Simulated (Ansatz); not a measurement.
## Step by step: energy of one form of ZrO2 over another

Consider the energy of one form of ZrO2 over another. The value is E(A) − E(B), in meV per atom.

A: ZrO2 (Pca2₁), 12 atoms in the cell.
```
ZrO2
1.0
    0.00000     5.09800     0.00000
    0.00000     0.00000     5.12793
    5.32460     0.00000     0.00000
Zr O
4 8
Cartesian
  0.16229   3.74356   3.84585
  5.16231   1.35444   1.28189
  2.50001   3.74356   1.28189
  2.82459   1.35444   3.84585
  1.20130   2.37351   2.57230
  4.12329   2.72450   0.00833
  1.46100   2.37351   0.00833
  3.86360   2.72450   2.57230
  1.94016   4.76757   3.09934
  3.38444   0.33044   0.53538
  0.72214   4.76757   0.53538
  4.60246   0.33044   3.09934
```

B: ZrO2 (P2₁/c), 12 atoms in the cell.
```xyz
12
Lattice="5.1893 0.0000 -0.0118 0.0000 5.2417 0.0000 -0.8918 0.0000 5.3046" Properties=species:S:1:pos:R:3 pbc="T T T"
Zr     3.0541     5.0119     4.1813
Zr     1.2433     0.2299     1.1115
Zr     0.7974     2.3910     3.7639
Zr     3.5000     2.8507     1.5290
O     -0.4215     0.9112     4.5091
O      4.7190     4.3305     0.7837
O      4.2731     3.5321     3.4361
O      0.0244     1.7096     1.8568
O      2.8265     1.3458     0.1246
O      1.4710     3.8960     5.1682
O      1.9169     3.9666     2.5159
O      2.3805     1.2751     2.7770
```

Method: Ansatz (a first-principles code), PAW, neutral cells at 0 K with nuclei at rest, on structures from PBE. Ansatz runs with its PAW set soft_1. Other levels take these structures. The lattices are those relaxed with PBE, so at other levels the solids can be strained, which adds to the spread. A dispersion term (D3(BJ), or D4 for r2SCAN) was computed beside these levels and is taken off wherever the name lacks it. Space groups of crystals are read within 0.01 Å.

Total energies of the cells in eV, at zero smearing width. They compare only within one column; the weights balance every element.

```
cell             atoms  weight        r2SCAN    PBE+D3(BJ)
---------------  -----  ------  ------------  ------------
A: ZrO2 (Pca2₁)     12      +1  -21352.80332  -21299.02783
B: ZrO2 (P2₁/c)     12      −1  -21353.00444  -21299.20754
```

r2SCAN: (-21352.80332) − (-21353.00444) = 0.201 eV; dividing by 12 atoms gives 17 meV/atom.

PBE+D3(BJ): (-21299.02783) − (-21299.20754) = 0.180 eV; dividing by 12 atoms gives 15 meV/atom.

What follows from the r2SCAN value: Against the thermal energy at 300 K, k_BT = 25.9 meV, the difference of 16.8 meV per atom is 0.65 k_BT. To turn the order at 1000 K, where k_BT = 86.2 meV, the higher one would need 0.19 k_B per atom more entropy.
